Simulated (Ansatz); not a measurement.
Reference: Hf (P6_3/mmc), PBEsol, DFPT electron-phonon coupling, linearised Boltzmann equation (plane waves, PAW, scalar-relativistic; Ansatz, a first-principles code); geometry: relaxed with this functional, without spin-orbit coupling.

```cif
data_Hf2
_chemical_formula_sum 'Hf2'
_space_group_name_H-M_alt 'P 1'
_space_group_IT_number 1
_cell_length_a 3.16019
_cell_length_b 3.16019
_cell_length_c 4.99816
_cell_angle_alpha 90.000
_cell_angle_beta 90.000
_cell_angle_gamma 120.000
loop_
_space_group_symop_operation_xyz
  'x, y, z'
loop_
_atom_site_label
_atom_site_type_symbol
_atom_site_fract_x
_atom_site_fract_y
_atom_site_fract_z
_atom_site_occupancy
Hf1 Hf 0.33333 0.66667 0.25000 1
Hf2 Hf 0.66667 0.33333 0.75000 1
```

The resistivity at 300 K is 30 μΩ·cm and the mean free path at 300 K comes out as 5.1 nm. The electron-phonon coupling λ is 0.41 and the logarithmic mean phonon energy comes out as 10.9 meV.

Question: Swap Hf for Ru, keeping the structure type. How do these values move?

Answer: Ru (P6_3/mmc): volume per atom 21.6 to 13.3 Å³; resistivity at 300 K falls (30 μΩ·cm to 6.2 μΩ·cm); mean free path at 300 K rises (5.1 nm to 9.2 nm); electron-phonon coupling λ rises (0.41 to 0.44); logarithmic mean phonon energy rises (10.9 meV to 24 meV).

Question: Swap Hf for Lu, keeping the structure type. How do these values move?

Answer: Lu (P6_3/mmc): volume per atom 21.6 to 27.4 Å³; resistivity at 300 K rises (30 μΩ·cm to 43 μΩ·cm); mean free path at 300 K falls (5.1 nm to 2.8 nm); electron-phonon coupling λ rises (0.41 to 0.57); logarithmic mean phonon energy falls (10.9 meV to 9.0 meV).

Question: Replace Hf by Re on the same sites and relax. What happens?

Answer: Re (P6_3/mmc): volume per atom 21.6 to 14.6 Å³; resistivity at 300 K falls (30 μΩ·cm to 12.6 μΩ·cm); mean free path at 300 K rises (5.1 nm to 5.6 nm); electron-phonon coupling λ rises (0.41 to 0.68); logarithmic mean phonon energy rises (10.9 meV to 15.4 meV).

Moves up to 7 % count as about the same. Metals; harmonic phonons alone scatter; means over directions. The mean free path is weighted by the current that each state carries. Halving the electron mesh moves these values by up to 5 %; q meshes are mostly untested. Some of the runs warned that the eigensolver left states short of its tolerance. Spin-orbit coupling is left out.

The missing spin-orbit coupling matters most for Hf (P6_3/mmc), Lu (P6_3/mmc), Re (P6_3/mmc).
